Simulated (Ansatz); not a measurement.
Consider Tl in the hcp (Mg type) structure (space group P6_3/mmc, No. 194; relaxed with 0.1 eV smearing).

```
CELL_PARAMETERS angstrom
      3.47606     0.00000     0.00000
     -1.73803     3.01036     0.00000
      0.00000     0.00000     5.47151
ATOMIC_POSITIONS crystal
  Tl 0.66667 0.33333 0.75000
  Tl 0.33333 0.66667 0.25000
```

Level of theory: Ansatz (an electronic-structure program), PBEsol, PAW, cutoff 420 eV, no spin-orbit coupling.

For the base:

```
Quantity   Result
--------  -------
Pressure  0.0 GPa
Band gap     zero
```

Now apply this change: every lattice vector is stretched by 1.50 %, atoms relaxed at fixed cell.

Question: What happens to the energy relative to the base, pressure and band gap?

Answer: The energy increases by 6.1 meV/atom; the pressure (mean of the normal stresses, compression positive) goes from zero to -1.4 GPa; the band gap stays zero.

The cells carry an imposed strain or load. No phonon test of stability was made.
